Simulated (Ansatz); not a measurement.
**Computed paths: Ge-vacancy pair in zinc-blende AlP, charge state -2**

Consider Ge-vacancy pair (Ge on one host Al site, one Al site vacant) in zinc-blende AlP, charge state -2. Method: PBE, PAW (plane waves to 420 eV; Ansatz, a program for electronic structure).

64-site cell at the relaxed PBE lattice, a 2×2×2 k-point mesh shifted by half a step, smearing 0.01 eV, spin-restricted, no finite-size correction. No zero-point or tunnelling terms. The charge state is imposed; whether it is stable for some Fermi level was not computed. Forms of the defect that were not tried may lie lower.

Barriers: single points on a 3×3×3 k-point mesh shifted by half a step at the bands' geometries.

```
Route                                                                                                                 Start site over the lowest site run (eV)  Hop (Å)  Forward barrier (eV)  Backward barrier (eV)              Neighbours at the start                                 Neighbours at the saddle  Saddle order  Forward, on the band's own sampling (eV)
--------------------------------------------------------------------------------------------------------------------  ----------------------------------------  -------  --------------------  ---------------------  -----------------------------------  -------------------------------------------------------  ------------  ----------------------------------------
one Al atom jumps into the vacancy from a nearby Al site (Ge-vacancy distance between ideal sites 3.90 Å throughout)                                      0.00     3.67                  1.62                   1.62  P at 2.32, 2 P at 2.41, P at 2.45 Å  P at 2.25, P at 2.60, P at 2.62, P at 2.70, P at 2.73 Å   not checked                                      1.62
one Al atom jumps into the vacancy from a nearby Al site (Ge-vacancy distance between ideal sites 3.90 → 6.75 Å)                                          0.00     3.68                  1.66                   1.37             P at 2.33, 3 P at 2.41 Å  P at 2.26, P at 2.57, P at 2.59, P at 2.77, P at 2.78 Å   not checked                                      1.66
one Al atom jumps into the vacancy from a nearby Al site (Ge-vacancy distance between ideal sites 3.90 Å throughout)                                      0.00     3.74                  1.67                   1.67  P at 2.38, 2 P at 2.40, P at 2.41 Å  P at 2.30, P at 2.60, P at 2.64, P at 2.67, P at 2.71 Å   not checked                                      1.67
```

Paths come from climbing-image nudged elastic band runs.
